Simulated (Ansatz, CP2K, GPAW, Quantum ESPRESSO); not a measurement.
**Zr3Au (Pm-3n, 8 atoms in the cell) computed with different codes at matched settings**

Self-consistent single point.

```
CELL_PARAMETERS angstrom
      5.54605     0.00000     0.00000
      0.00000     5.54605     0.00000
      0.00000     0.00000     5.54605
ATOMIC_POSITIONS crystal
  Zr 0.50000 0.25000 0.00000
  Zr 0.50000 0.75000 0.00000
  Zr 0.25000 0.00000 0.50000
  Zr 0.75000 0.00000 0.50000
  Zr 0.00000 0.50000 0.25000
  Zr 0.00000 0.50000 0.75000
  Au 0.50000 0.50000 0.50000
  Au 0.00000 0.00000 0.00000
```

Shared settings, as Ansatz (an electronic-structure program) writes them: kpoints.mp_grid.grid = 5 5 5; scf.occupations.method = fermi_dirac; scf.occupations.width = 0.1 eV. Potentials and cutoffs stand in the table.

| code | model | pressure (GPa) | cutoff |
|---|---|---|---|
| CP2K | LDA (Pade form), GPW, DZVP-MOLOPT-SR-GTH basis, GTH-PADE potentials (GTH_POTENTIALS) | -8.57 | grid 500 Ry |
| Ansatz | LDA (PW92), PAW files made with PBE | -9.27 | default |
| Quantum ESPRESSO | LDA (PZ), GBRV 1.5 ultrasoft (LDA) pseudopotentials | -9.35 | 40 Ry |
| GPAW | LDA (Perdew-Wang 92), GPAW PAW datasets LDA (gpaw-data 1.0.1) | -9.57 | 600 eV |

On Ansatz's run: spin-orbit coupling is off.

The spread over the programs that give each value: pressure within 1.00 GPa.

CP2K uses small atom-centred bases, whose incompleteness enters pressures, forces and empty levels differently from a plane-wave cutoff. Ansatz's pressure is given at a fixed set of plane waves, as the other plane-wave codes print theirs. The same LDA comes in different parametrisations, which differ slightly.

The starting cell comes from a database of computed structures (which also holds hypothetical and non-ambient phases and stackings), without a prior relaxation at this level. Its lattice was rescaled by a random factor within 2.5 % of one.

Left out of this page: Elk (not drawn, or without a comparable value).

Keys are those of Ansatz 0.2.
